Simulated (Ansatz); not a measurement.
# Response to strain in PbSe

Start from PbSe in the rock salt structure (space group Fm-3m, No. 225).

```
CELL_PARAMETERS angstrom
      0.00000     3.08901     3.08901
      3.08901     0.00000     3.08901
      3.08901     3.08901     0.00000
ATOMIC_POSITIONS crystal
  Se 0.00000 0.00000 0.00000
  Pb 0.50000 0.50000 0.50000
```

Cartesian axes are those of the cell as printed.

Strains are applied to the cell and any free atomic positions relax; under biaxial strain the out-of-plane vector relaxes too.

Method: Kohn–Sham DFT with the r2SCAN functional, run in Ansatz (an electronic-structure program) with PAW and 500 eV plane waves, no SOC.

Candidates:
(a) biaxial strain +4.78 %, plane normal [110], relaxed out of plane
(b) tensor shear ε_yz = −0.83 %
(c) uniaxial strain ε_xx = −3.85 %
(d) uniaxial strain ε_zz = +1.87 %

For the base:

The band gap is 0.67 eV.

### Question
Order them by band gap, highest first.

### Answer
(d) uniaxial strain ε_zz = +1.87 % (0.71 eV), (b) tensor shear ε_yz = −0.83 % (0.58 eV), (c) uniaxial strain ε_xx = −3.85 % (0.48 eV), (a) biaxial strain +4.78 %, plane normal [110], relaxed out of plane (0.42 eV)

A biaxial case was relaxed in a doubled cell and then solved in the primitive one. With Pb present, leaving out spin-orbit coupling can change the band edges. Whether these cells are dynamically stable was not tested.
